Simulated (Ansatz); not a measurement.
Consider La vacancy in hexagonal La2O3, charge state -3. All values below come from PBE, PAW (plane waves to 420 eV; Ansatz, a first-principles code).

Settings: 90 host sites, the relaxed PBE lattice, the Γ point alone, smearing 0.01 eV, spin-restricted, no image-charge correction. Energies are static. Spin-orbit coupling is left out. The charge state is imposed; whether it is stable for some Fermi level was not computed. Forms of the defect that were not tried may lie lower.

Barriers: single points on a 2×2×2 k-point mesh shifted by half a step along c at the bands' geometries.

A. a nearby La atom hops onto the vacant site; the atom moves 3.84 Å along (0.00, -0.97, 0.00) of the unit cell; the moving atom starts with neighbours O at 2.29, O at 2.38, O at 2.41, O at 2.48, O at 2.68, O at 2.76, O at 2.80 Å and ends with O at 2.29, O at 2.38, O at 2.41, O at 2.49, O at 2.68, O at 2.76, O at 2.80 Å; saddle order not checked.
B. a nearby La atom hops onto the vacant site; the atom moves 3.71 Å along (0.65, 0.32, 0.48) of the unit cell; the moving atom starts with neighbours O at 2.34, 2 O at 2.38, O at 2.56, O at 2.72, 2 O at 2.77 Å and ends with O at 2.34, 2 O at 2.38, O at 2.55, O at 2.73, 2 O at 2.77 Å; saddle order not checked, on a symmetry element.
C. a nearby La atom hops onto the vacant site; the atom moves 3.83 Å along (0.69, 0.35, -0.49) of the unit cell; the moving atom starts with neighbours O at 2.32, O at 2.33, 2 O at 2.36, O at 2.71, 2 O at 2.97 Å and ends with O at 2.32, O at 2.33, 2 O at 2.36, O at 2.70, 2 O at 2.97 Å; saddle order not checked, on a symmetry element.

A band can be held on a symmetry element, so unchecked saddle points there may be too high.

**Question.** Rank these by forward barrier (lowest first), as PBE, PAW gives it.

**Answer.** C (1.54 eV), B (1.61 eV), A (1.81 eV)
